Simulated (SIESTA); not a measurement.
Band structure of ScAgSe2 (P-3m1, 4 atoms in the cell).

```yaml
crystal:
  lattice:
    - [3.90558, 0.00000, 0.00000]
    - [-1.95279, 3.38233, 0.00000]
    - [0.00000, 0.00000, 6.61041]
  atoms:
    - { symbol: Sc, position: [0.00000, 0.00000, 0.00000] }
    - { symbol: Ag, position: [0.00000, 0.00000, 0.50000] }
    - { symbol: Se, position: [0.33333, 0.66667, 0.23212] }
    - { symbol: Se, position: [0.66667, 0.33333, 0.76788] }
```

Method of the run: GGA PBEsol, numerical atomic orbitals DZP, PseudoDojo PBEsol standard norm-conserving potentials (rewritten from UPF to PSML) in SIESTA.

Settings: XC.functional = GGA; XC.authors = PBEsol; potentials = PseudoDojo PBEsol standard; PAO.BasisSize = DZP; PAO.EnergyShift = 0.01 Ry; MeshCutoff = 400 Ry; kgrid.MonkhorstPack = 7 7 4; OccupationFunction = FD; ElectronicTemperature = 10 K; MaxSCFIterations = 150; SCF.Mixer.Method = Pulay; SCF.Mixer.Weight = 0.2; SCF.Mixer.History = 8; SCF.DM.Tolerance = 1.0E-05.

The starting cell comes from a database of computed structures (which also holds hypothetical and non-ambient phases and stackings), without a prior relaxation at this level. Values carry the incompleteness of an atom-centred basis.

Q: Predict the gap along the standard path and the places of the band edges.

A: The gap along the path is 0.62 eV, from A to L; the smallest direct gap on it is 1.14 eV.

Levels in eV from the top of the valence band on the path, bands 28 to 32:
```
point     28     29     30     31    32
-----  -----  -----  -----  -----  ----
Γ      -1.68  -1.04  -0.76  -0.76  1.47
M      -2.77  -2.14  -1.61  -1.37  0.98
K      -2.52  -2.52  -1.77  -1.77  1.53
A      -2.37  -2.37   0.00   0.00  1.36
L      -2.72  -2.59  -0.85  -0.52  0.62
H      -2.87  -2.77  -1.13  -1.13  1.63
```

Higher empty bands are left out: an atom-centred basis made for the valence describes them poorly.
